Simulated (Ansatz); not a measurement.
Take a 28-atom supercell of MoP (space group P-6m2, No. 187; a = 3.206 Å, c = 3.174 Å) at its relaxed geometry as the base.

Method: Ansatz (an electronic-structure program) PBEsol, without spin-orbit coupling.

It is then changed as follows: a neutral H interstitial (started 1.93 Å from the nearest host atom), atoms relaxed at fixed cell, starting from a slightly rattled geometry.

Question: How does this affect the final site of the added atom?

Answer: The final site of the added atom is 3 Mo at 1.86 Å (trigonal planar).

Question: Predict the new largest displacement of a host atom from its site in the perfect cell.

Answer: The largest displacement of a host atom from its site in the perfect cell comes out as 0.04 Å.

The cell is small, so the values are those of an ordered compound at a high defect concentration; dilute-limit values will differ. All final runs are without spin polarisation. An odd electron count without spin: Mo14P14H and MoP. The defect cell is not spin-polarised.
